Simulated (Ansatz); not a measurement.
Results of RPBE (PAW; Ansatz, a program for electronic structure) for CsCl-type TiCo.

Numerical settings: plane-wave cutoff 520 eV, 18×18×18 k mesh, Fermi–Dirac smearing 0.05 eV, no spin polarisation, scalar-relativistic PAW data made under PBE.

Energies at three volumes about the minimum:

| V (Å³/atom) | E − E_lowest (meV/atom) |
|---|---|
| 13.186 | 2.91 |
| 13.455 | 0.00 |
| 13.724 | 2.70 |

### Question
Fit a parabola by hand: where is the minimum, what lattice constant follows, and what is the bulk modulus?

### Answer
Slopes: (0.00 − 2.91)/(13.455 − 13.186) = -10.818 and (2.70 − 0.00)/(13.724 − 13.455) = 10.037 meV/Å³. Curvature E″ = 2 × (10.037 − (-10.818))/(13.724 − 13.186) = 77.528 meV/Å⁶. From the middle of the first interval, the slope vanishes at V0 = 13.3205 − (-10.818)/77.528 = 13.460 Å³/atom. B = V0 E″ = 13.460 × 77.528 meV/Å³ × 0.1602 GPa per meV/Å³ = 167 GPa. With 2 atoms in the cube, a = (2 × 13.460)^(1/3) = 2.997 Å. The full Birch–Murnaghan fit to all volumes gives V0 = 13.455 Å³/atom and B0 = 167 GPa.

Measured, for comparison: bulk modulus 154 GPa, lattice constant a 2.995 Å (room temperature, not corrected to a static lattice; as tabulated in Yamada et al. (2019), arXiv:1910.09660). Computed (rounded) less measured: bulk modulus +8 %. A static lattice is as a rule a little smaller and stiffer than an uncorrected measurement, which narrows the difference in the bulk modulus and would widen misses of the other sign.
